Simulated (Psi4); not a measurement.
Psi4 1.11, PBE/def2-svp: Sn(H)2(Vi)(OEt) (C=[CH][SnH2][O]CC), 16 atoms. The geometry is a generated start, not checked to be a minimum at this level.

```yaml
task: energy
method: pbe
basis: def2-svp
memory: 3 GB
maxiter: 100
keys_of_the_molecule_block: symmetry c1
scf_type: df (default)
e_convergence: 1e-06 (default)
d_convergence: 1e-06 (default)
dft_radial_points: 75 (default)
dft_spherical_points: 302 (default)
effective_core_potentials: those of the basis set, past Kr
basis_functions: 146
grid_points: 343048
```

```xyz
16

Sn     0.8284     0.4460    -1.1769
C      2.4647     0.6710     0.1746
C      3.4618    -0.1858     0.2621
O     -0.5539    -0.1516     0.1079
C     -1.8828    -0.5088    -0.1511
C     -2.7389    -0.1117     1.0405
H      1.0335    -0.7445    -2.3823
H      0.2118     1.8342    -1.9529
H      2.4030     1.5161     0.8430
H      3.5482    -1.0393    -0.3915
H      4.2506    -0.0638     0.9914
H     -2.2648    -0.0234    -1.0564
H     -1.9384    -1.5925    -0.3061
H     -2.3155    -0.5375     1.9457
H     -3.7533    -0.4778     0.9102
H     -2.7544     0.9695     1.1418
```

With the defaults (diis = true, scf_initial_accelerator = adiis, damping_percentage = 0, diis_max_vecs = 10, guess = auto, which took SAD, diis_start = 1) it converges in 11 SCF iterations. One run each on 2 threads, with these changes:
- scf_initial_accelerator = none
- guess = sadno
- guess = sapgau
- diis_start = 4
- damping_percentage = 20
- diis_max_vecs = 3
- diis = false, scf_initial_accelerator = none, damping_percentage = 60
- diis_max_vecs = 20
- guess = huckel

Problem. Name the settings that don't reach the solution of the defaults.

Solution. No convergence: diis = false, scf_initial_accelerator = none, damping_percentage = 60 (the run ends without SCF convergence in 100 iterations). The rest reach the solution of the defaults.

```
setting                                                                SCF iterations             end
---------------------------------------------------------------------  --------------  --------------
the defaults                                                                       11   same solution
scf_initial_accelerator = none                                                     11   same solution
diis_max_vecs = 20                                                                 11   same solution
guess = huckel                                                                     13   same solution
guess = sadno                                                                      13   same solution
guess = sapgau                                                                     18   same solution
diis_start = 4                                                                     19   same solution
damping_percentage = 20                                                            21   same solution
diis_max_vecs = 3                                                                  32   same solution
diis = false, scf_initial_accelerator = none, damping_percentage = 60             100  no convergence
```

1 further run of the study ended by our limits or in an error and is left out.
